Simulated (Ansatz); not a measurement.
Consider HfSi$_{2}$ (space group Cmcm, No. 63; a = 3.683 Å, b = 14.598 Å, c = 3.658 Å). Axes: x, y, z lie along a, b, c of the conventional cell.

Computed with PBE (Ansatz, an electronic-structure program), no spin-orbit coupling.

Strains are applied to the cell and any free atomic positions relax; under biaxial strain the out-of-plane vector relaxes too.

One change was made to it. Results:

| quantity | base | after |
|---|---|---|
| pressure (mean of the normal stresses, compression positive) | 0.0 GPa | 16.2 GPa |
| energy relative to the base (free energy F) | 0 meV/atom | +72 meV/atom |

**Question.** What was done to the base?
A. biaxial strain −0.95 %, plane normal [001], relaxed out of plane
B. biaxial strain +2.46 %, plane normal [001], relaxed out of plane
C. isotropic strain −3.27 %

**Answer.** C, isotropic strain −3.27 %. For comparison, the energy relative to the base in the other runs: biaxial strain +2.46 %, plane normal [001], relaxed out of plane gives +14 meV/atom; biaxial strain −0.95 %, plane normal [001], relaxed out of plane gives +2.2 meV/atom.

Without a gap, meshes like the base's 13×13×13 leave anisotropic stresses uncertain by several tenths of a GPa, and small strain energies with them. Whether these cells are dynamically stable was not tested. All final runs are without spin polarisation.
